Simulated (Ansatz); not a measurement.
zinc blende CdS, quasi-harmonic lattice dynamics with DFT at the LDA level (Ansatz, a quantum-chemistry and plane-wave program). The cell was generated from a structure type, relaxed within its symmetry, and need not be the phase found at ambient conditions. Dynamical quadrupoles are not included in the interpolation of the phonons between the solved wave vectors.

```csv
T (K),α_L (10⁻⁶/K),C_P (J/mol/K),bulk modulus B_T (GPa),γ
100,-0.8,29.6,66.2,-0.16
150,1.2,37.7,65.6,0.18
250,3.1,44.6,64.1,0.38
300,3.5,46.1,63.4,0.42
400,4.1,47.8,61.9,0.47
600,4.9,[?],58.9,0.51
700,5.2,49.4,57.5,0.53
800,[?],49.7,56.1,0.54
```

Problem. What belongs in the gaps?

Solution. 
- 600, C_P (J/mol/K): 49.1
- 800, α_L (10⁻⁶/K): 5.5

No phase change or melting is allowed for: the numbers belong to this structure as given.

The PAW data sets were generated under PBE and serve the other functionals too.
